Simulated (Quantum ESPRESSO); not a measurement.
Quantum ESPRESSO is run on BiSbPt2 (P-6m2, 4 atoms in the cell), and the run fails. The aim is a self-consistent single point with DFT, PBEsol, plane waves, PSlibrary ultrasoft (PBE) pseudopotentials.

Cell that was meant: a = 4.2759 Å, b = 4.2759 Å, c = 5.5527 Å, α = 90.00°, β = 90.00°, γ = 120.00°.

Part of the input:

```fortran
&control
   calculation = 'SCF-run',
   prefix = 'scf',
   outdir = './tmp/',
   pseudo_dir = './',
```

Log, with long lists cut:

```
     This program is part of the open-source Quantum ESPRESSO suite
     for quantum simulation of materials; please cite

 %%%%%%%%%%%%%%%%%%%%%%%%%%%%%%%%%%%%%%%%%%%%%%%%%%%%%%%%%%%%%%%%%%%%%%%%%%%%%%
     Error in routine  control_checkin (1):
      calculation "SCF-run" not allowed
 %%%%%%%%%%%%%%%%%%%%%%%%%%%%%%%%%%%%%%%%%%%%%%%%%%%%%%%%%%%%%%%%%%%%%%%%%%%%%%

     stopping ...
```

### Question
Read the log: what does the program object to, and what is the fix?

### Answer
The fault is a value that the program does not know. The key takes a closed list of words, and names differ between codes. To fix it, use one of the words that the key accepts. The program stopped before any SCF iteration.

An input that runs soundly differs in these lines (not the only fix; some lines may just follow from the change or write a value another way):
```diff
-   calculation = 'SCF-run',
+   calculation = 'scf',
```

With that input, the run converged in 11 iterations: free energy E − TS -4151.8240 eV; Fermi level (on the code's own zero) 12.58 eV; pressure -1.55 GPa; largest force (vector length) 0.062 eV/Å (DFT, PBEsol, plane waves, PSlibrary ultrasoft (PBE) pseudopotentials).

On the sound input: the starting cell comes from a database of computed structures (which also holds hypothetical and non-ambient phases and stackings), without a prior relaxation at this level. Spin polarisation is off.
